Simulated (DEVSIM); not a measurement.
System: illuminated Ge n-on-p cell, one wavelength, at 350 K.

| layer (left to right) | material | thickness (μm) | Nd (cm⁻³) | Na (cm⁻³) | τn (s) | τp (s) | absorption coefficient (cm⁻¹) |
|---|---|---|---|---|---|---|---|
| 1 | Ge | 0.220 | 5.3e18 | - | 3.5e-5 | 6.4e-5 | 220 |
| 2 | Ge | 24.0 | - | 9.2e15 | 0.00022 | 0.00022 | 220 |

Left contact: ohmic, minority hole recombination velocity 10000 cm/s. Right contact: ohmic, minority electron recombination velocity 3e5 cm/s. Voltage is applied to the left contact. Recombination: SRH at mid-gap, radiative, Auger. Light enters at the left, 8.8e16 photons cm⁻² s⁻¹, one pass, no reflection. Mobility is constant in doping.

The device is made up for the run: typed textbook-type constants, with dimensions and the other settings drawn at random. Values at 300 K; Nc and Nv go as T^1.5, mobilities as T to minus their exponent, the gap by Varshni's rule with the affinity fixed.

```csv
parameter,Ge
gap (eV),0.664
affinity (eV),4
permittivity,16
Nc (cm⁻³),1.04e19
Nv (cm⁻³),6e18
μn (cm²/Vs),3900
μp (cm²/Vs),1900
T exponent of μn,1.66
T exponent of μp,2.33
B (cm³/s),6.4e-14
Cn (cm⁶/s),1e-31
Cp (cm⁶/s),1e-31
Varshni α (eV/K),0.000477
Varshni β (K),235
```

Simulated with DEVSIM: 1D drift-diffusion, Boltzmann statistics, complete ionisation; no tunnelling, impact ionisation, image-force lowering or self-heating.

Question: Tabulate band edges, carrier densities and field at zero bias, in the dark.

Answer: Energies count from the Fermi level of the right contact; mesh points crowd at the junctions.

```
x (μm)   Ec (eV)  Ev (eV)  n (cm⁻³)  p (cm⁻³)  field (V/cm)
-------  -------  -------  --------  --------  ------------
0.000      0.027   -0.617    5.3e18     9.8e9           ≈ 0
0.02217    0.027   -0.617    5.3e18     9.8e9           ≈ 0
0.06310    0.027   -0.617    5.3e18     9.8e9           ≈ 0
0.1268     0.027   -0.617    5.3e18     9.8e9           ≈ 0
0.1930     0.027   -0.617    5.3e18     9.8e9           ≈ 0
0.2172     0.039   -0.606    3.6e18    1.4e10         49000
0.2403     0.164   -0.480    5.7e16    9.2e11         30000
0.3090     0.303   -0.341    5.6e14    9.3e13         15000
0.4220     0.412   -0.233    1.5e13    3.4e15          4800
0.6666     0.442   -0.203    5.7e12    9.1e15            72
1.137      0.442   -0.202    5.7e12    9.2e15           ≈ 0
2.697      0.442   -0.202    5.7e12    9.2e15           ≈ 0
5.194      0.442   -0.202    5.7e12    9.2e15           ≈ 0
10.60      0.442   -0.202    5.7e12    9.2e15           ≈ 0
18.70      0.442   -0.202    5.7e12    9.2e15           ≈ 0
21.47      0.442   -0.202    5.7e12    9.2e15           ≈ 0
22.91      0.442   -0.202    5.7e12    9.2e15           ≈ 0
23.58      0.442   -0.202    5.7e12    9.2e15           ≈ 0
23.99      0.442   -0.202    5.7e12    9.2e15           ≈ 0
24.12      0.442   -0.202    5.7e12    9.2e15           ≈ 0
24.18      0.442   -0.202    5.7e12    9.2e15           ≈ 0
24.22      0.442   -0.202    5.7e12    9.2e15           ≈ 0
```
